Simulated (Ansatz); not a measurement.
Where the default PAW files enter, the runs use the earlier of Ansatz's two default sets.

The decay constant κ of evanescent states in the gap governs leakage through a thin film.

Data:

```yaml
crystal:
  lattice:
    - [3.26880, 0.00000, 0.00000]
    - [-1.63440, 2.83086, 0.00000]
    - [1.63440, -0.94362, 2.66896]
  atoms:
    - { symbol: B, position: [0.00000, 0.00000, 0.00000] }
    - { symbol: P, position: [0.25000, 0.75000, 0.25000] }
```

Space group of this cell: F-43m, zinc blende. The cell is strained (all lengths scaled by 1.02); by r2SCAN its mean pressure is -8.6 GPa.

Transport runs along the normal of the first two printed cell vectors, the (111) plane of the conventional cell.

The gap is the functional's own. No spin-orbit coupling. Mid-gap values are those at the computed energy nearest the middle.

Question: Predict the band gap and the smallest decay constant κ at mid-gap from Ansatz (a program for electronic structure) with r2SCAN.

Answer: Gap 1.49 eV on a 12×12×12 mesh; κ = 0.143 1/Å, at the zone centre.
